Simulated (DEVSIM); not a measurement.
Device: Ti/SiO2/n-Si capacitor, at 250 K.

| layer (left to right) | material | thickness (nm) | Nd (cm⁻³) |
|---|---|---|---|
| 1 | SiO2 | 48.0 | - |
| 2 | Si | 1500 | 1.4e17 |

Metal gate on the left, work function 4.33 eV. Fixed charge at the semiconductor interface 2.5e11 cm⁻² (in units of +e); no interface traps.

Constants are typed, rounded textbook-type inputs, not results; the design itself was drawn at random and stands for no fabricated device. Values at 300 K; Nc and Nv go as T^1.5, mobilities as T to minus their exponent, the gap by Varshni's rule with the affinity fixed.

```tsv
parameter	SiO2	Si
gap (eV)	9	1.124
affinity (eV)	0.9	4.05
permittivity	3.9	11.7
Nc (cm⁻³)	-	2.86e19
Nv (cm⁻³)	-	3.1e19
Varshni α (eV/K)	-	0.000473
Varshni β (K)	-	636
```

DEVSIM, 1D Poisson equation in equilibrium, Boltzmann statistics, complete ionisation; no quantum confinement or tunnelling. Metal contacts follow the ideal Schottky-Mott rule: no Fermi-level pinning, no interface dipoles.

The SiO2 thickness was swept, all else fixed.

```csv
SiO2 thickness (μm),capacitance of the dielectric stack (μF/cm²),minimum of the low-frequency capacitance (μF/cm²),flat-band voltage (V)
0.019,0.182,___,-0.05
0.026,0.133,0.0649,-0.13
0.034,0.102,0.0557,-0.22
0.041,0.0842,0.0503,-0.30
0.048,0.0719,0.0456,-0.39
0.058,0.0595,0.0401,-0.50
```

Question: What belongs in the gaps?

Answer: 
- 0.019, minimum of the low-frequency capacitance (μF/cm²): 0.0747
